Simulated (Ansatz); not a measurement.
# PbS under a change: pressure 7.5 GPa

Start from PbS in the rock salt structure (space group Fm-3m, No. 225; a = 5.903 Å).

One thing is altered: a hydrostatic pressure of 7.5 GPa.

The values are results of DFT with PBEsol, PAW potentials and a 420 eV plane-wave cutoff in Ansatz (a program for electronic structure), no spin-orbit coupling, not measurements. Γ-centred 10×10×10 mesh, Fermi–Dirac width 0.05 eV.

Volume per atom: 23.22 Å³ (base 25.71 Å³)
Density: 8.56 g/cm³ (base 7.73 g/cm³)
Lattice parameter a: 5.706 Å (base 5.903 Å)
Shortest interatomic distance: 2.853 Å (base 2.951 Å)
Enthalpy H = E + PV relative to the base's energy: +1.14 eV/atom
Band gap: 0.15 eV (uncertain: the edges found look like a band crossing or inverted bands; both cells) (base 0.19 eV)

Spin-orbit coupling, missing from the scalar runs, can matter with Pb. Load acts through the strain it causes; cell and atoms are relaxed under it. No phonon test of stability was made. Competing high-pressure phases were not computed. The base started in P3_121 and relaxed to Fm-3m at this level. The zero or small gap of PbS can change with the level of theory.
